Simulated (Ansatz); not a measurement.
**Nb under load (space group I4/mmm): band-structure transport figures**

Input:

```
Nb
1.0
   -1.58692     1.58692     1.63600
    1.58692    -1.58692     1.63600
    1.58692     1.58692    -1.63600
Nb
1
Direct
  0.00000   0.00000   0.00000
```

The numbers are results of PBEsol with spin-orbit coupling, rigid bands (plane waves, PAW; Ansatz, a quantum-chemistry and plane-wave program), not measurements. Condition of this run: biaxial strain xx = yy = -3 %, z clamped with spin-orbit coupling. How the cell was made: cell and atoms relaxed with PBEsol, then loaded as said.

```json
{
  "density of states at the Fermi level": "1.36 states/(eV·cell), both spins",
  "bare Sommerfeld coefficient": "3.2 mJ/(mol of atoms·K²)",
  "drude_plasma_energy": "10.0 (x), 10.0 (y), 9.8 (z) eV",
  "root-mean-square Fermi velocity": "6.8e5 m/s",
  "resistivity times τ": "4.9 (x), 4.9 (y), 5.1 (z) ×10⁻²² Ω·m·s",
  "resistivity_times_mean_free_path": "3.6 (x), 3.6 (y), 3.7 (z) ×10⁻¹⁶ Ω·m²"
}
```

A metal at this level (no band gap); rigid bands, thermally averaged at 300 K, both spins. τ is one relaxation time for all states; the product of resistivity and mean free path takes one path for all states instead.
